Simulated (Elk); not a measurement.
Input and output of a self-consistent single point for SnO2 (P4_2/mnm, 6 atoms in the cell) (Elk).

Method of the run: LDA (PW92), all-electron FP-LAPW, Elk's shipped species files, LAPW+lo basis in Elk.

```yaml
crystal:
  lattice:
    - [4.74000, 0.00000, 0.00000]
    - [0.00000, 4.74000, 0.00000]
    - [0.00000, 0.00000, 3.19000]
  atoms:
    - { symbol: Sn, position: [0.00000, 0.00000, 0.00000] }
    - { symbol: Sn, position: [0.50000, 0.50000, 0.50000] }
    - { symbol: O, position: [0.30700, 0.30700, 0.00000] }
    - { symbol: O, position: [0.80700, 0.19300, 0.50000] }
    - { symbol: O, position: [0.19300, 0.80700, 0.50000] }
    - { symbol: O, position: [0.69300, 0.69300, 0.00000] }
```

Reference input (self-consistent single point, DFT, PBE, all-electron FP-LAPW, Elk's shipped species files, LAPW+lo basis): xctype = 20; rgkmax = 7.5; swidth = 0.000367493 Ha; ngridk = 4 4 5; gmaxvr = 14 1/bohr; nxoapwlo = 1; rmtscf = 0.82; maxscl = 100. This run's input differs from it in these lines:

```diff
@@ -2,5 +2,2 @@
   0
-
-xctype
-  20
```

Log, with long lists cut:

```
│ Self-consistent loop started │
│ Loop number : 1 │
 total energy                :     -12651.6836970
│ Loop number : 2 │
 total energy                :     -12651.8297650
RMS change in Kohn-Sham potential (target) :   0.3357309794     (  0.1000000000E-05)
Absolute change in total energy (target)   :   0.1460680422     (  0.1000000000E-03)
│ Loop number : 3 │
 total energy                :     -12652.0232764
RMS change in Kohn-Sham potential (target) :   0.2218557728     (  0.1000000000E-05)
Absolute change in total energy (target)   :   0.2300283288     (  0.1000000000E-03)
│ Loop number : 4 │
   [... lines left out ...]
Absolute change in total energy (target)   :   0.6271657239E-03 (  0.1000000000E-03)
│ Loop number : 14 │
 total energy                :     -12646.8444423
RMS change in Kohn-Sham potential (target) :   0.2445363596E-06 (  0.1000000000E-05)
Absolute change in total energy (target)   :   0.1693692284E-03 (  0.1000000000E-03)
│ Loop number : 15 │
 total energy                :     -12646.8444476
RMS change in Kohn-Sham potential (target) :   0.4012234338E-07 (  0.1000000000E-05)
Absolute change in total energy (target)   :   0.4765132508E-04 (  0.1000000000E-03)
Convergence targets achieved

│ Loop number : 16 │

Energies :
 Fermi                       :     0.235531702747
 total energy                :     -12646.8444477

Density of states at Fermi energy :   0.2724449529E-06
 (states/Hartree/unit cell)

Estimated indirect band gap :   0.3997300553E-01
 from k-point      1 to k-point      1
Estimated direct band gap   :   0.3997300553E-01
 at k-point      1

Charges :
 core                        :    68.00000000
 valence                     :    64.00000000
 interstitial                :    11.11895186
 muffin-tins (core leakage)
  species :    1 (Sn)
   atom    1                 :    46.88694781     (  0.1097760650E-02)
   atom    2                 :    46.88694781     (  0.1097760650E-02)
  species :    2 (O)
   atom    1                 :    6.776788131     (  0.5241684502E-06)
   atom    2                 :    6.776788131     (  0.5241684502E-06)
   atom    3                 :    6.776788131     (  0.5241684502E-06)
   atom    4                 :    6.776788131     (  0.5241684502E-06)
 total in muffin-tins        :    120.8810481
 total calculated charge     :    132.0075380
 total charge                :    132.0000000
 error                       :   0.7538003929E-02

│ Self-consistent loop stopped │
```

The run converged in 16 iterations. The count includes the last loop, which Elk runs after its targets are met. Against the reference run the gap on the mesh goes from 1.200 to 1.088 eV.

The starting cell has typed, rounded lattice constants, without a prior relaxation at this level. Values depend on the basis (sphere radii, cutoffs, local orbitals), which need not be converged.

Cost on one core of a shared machine: roughly 5 min.
